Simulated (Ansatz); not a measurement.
Here is the system:

```xyz
2
Lattice="2.8407 0.0000 0.0000 0.0000 2.8407 0.0000 0.0000 0.0000 3.7079" Properties=species:S:1:pos:R:3 pbc="T T T"
Cu     0.0000     0.0000     0.0000
Au     1.4204     1.4204     1.8540
```

No spin polarisation.

Level of theory: DFT with PBE, PAW potentials and a 420 eV plane-wave cutoff in Ansatz (a program for electronic structure), scalar-relativistic without spin-orbit coupling. Settings: 20×20×16 k-points, 0.1 eV Fermi–Dirac smearing.

Predict the pressure, space group and band gap.


* **Pressure (mean of the normal stresses, compression positive)**: 0.5 GPa
* **Space group**: P4/mmm (No. 123)
* **Band gap**: zero

The cells carry an imposed strain or load. Whether these cells are dynamically stable was not tested. The final runs are not spin-polarised. The cell was made from CuAu (space group P4/mmm, No. 123) by this change: biaxial strain −1.00 %, plane normal [001], relaxed out of plane.
